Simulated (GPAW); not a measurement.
## Sensitivity of a calculation on ZnCu2SnSe4 (I-4, 8 atoms in the cell) to its settings

```xyz
8
Lattice="-2.8421 2.8421 5.6532 2.8421 -2.8421 5.6532 2.8421 2.8421 -5.6532" Properties=species:S:1:pos:R:3 pbc="T T T"
Zn     0.0000     2.8421     2.8266
Cu     2.8421     0.0000     2.8266
Cu     0.0000     0.0000     0.0000
Sn     0.0000     0.0000     5.6532
Se     1.5149     1.4763     4.1836
Se     4.3184     1.3272     1.4696
Se     1.3272     1.3657    -1.4696
Se    -1.4763     1.5149     7.1228
```

Base run A: LDA (Perdew-Wang 92), GPAW PAW datasets LDA (gpaw-data 1.0.1) run with GPAW, self-consistent single point.

Its settings: mode = pw; ecut = 850 eV; xc = LDA; kpts = 5 5 5; mesh shift (steps) = 0 0 0; occupations.name = methfessel-paxton; occupations.width = 0.1 eV; occupations.order = 0; nbands = -12; symmetry.symmorphic = false; symmetry.tolerance = 0.0005; maxiter = 120.

The starting cell comes from a database of computed structures (which also holds hypothetical and non-ambient phases and stackings), without a prior relaxation at this level. Its lattice was rescaled by a random factor within 2.5 % of one. Spin polarisation is off. The run gives no clean gap (levels at the Fermi energy touch, overlap or are partly filled at this smearing), which alone does not show that the compound is a metal.

ΔF is the free energy per atom less that of run A. A dash stands where there is no value to compare (another energy zero or no entropy term, no result, no spin, no clean gap, or a mesh too coarse for one). Absolute energies have different zeros for different potentials, functionals, Hubbard and dispersion terms and are not compared across them.

Run A gave: pressure (GPa) -2.65; largest force (eV/Å) 0.184.

Runs:
- B: nbands: -12 → -32
- C: lattice scaled by 1.03; ecut: 850 eV → 510 eV
- D: ecut: 850 eV → 680 eV
- E: occupations.name: methfessel-paxton → fermi-dirac; occupations.width: 0.1 eV → 0.2 eV; occupations.order: 0 → default
- F: parallel starting moments (0 0.25 0.25 0 0 0 0 0 μB); spinpol: default → true
- G: setups: default → {Cu: :d,8.0} [LDA (Perdew-Wang 92)+U]
- H: dedecut: default → estimate
- I: mixer.beta: default → 0.05; mixer.weight: default → 100
- J: xc: LDA → BEEF-vdW (libvdwxc); potentials: GPAW PAW datasets PBE (gpaw-data 1.0.1) [BEEF-vdW]
- K: eigensolver: default → {name: davidson, niter: 3}

What does run D change against A?

The free energy rises by 7.8 meV/atom, the pressure hardly changes (-2.65 to -2.73 GPa) and the largest force moves little (0.184 to 0.182 eV/Å).

What does run C change against A?

The free energy rises by 79.1 meV/atom and the largest force goes from 0.184 to 0.067 eV/Å.

What does run J change against A?

The pressure goes from -2.65 to 5.21 GPa and the largest force goes from 0.184 to 0.023 eV/Å.

```csv
run,ΔF (meV/atom),pressure (GPa),largest force (eV/Å)
A,0.00,-2.65,0.184
B,0.00,-2.64,0.182
C,79.1,–,0.067
D,7.8,-2.73,0.182
E,-5.9,-2.39,0.273
F,0.00,-2.64,0.182
G,–,-2.13,0.210
H,0.00,-2.59,0.184
I,0.00,-2.65,0.184
J,–,5.21,0.023
K,0.00,-2.65,0.180
```
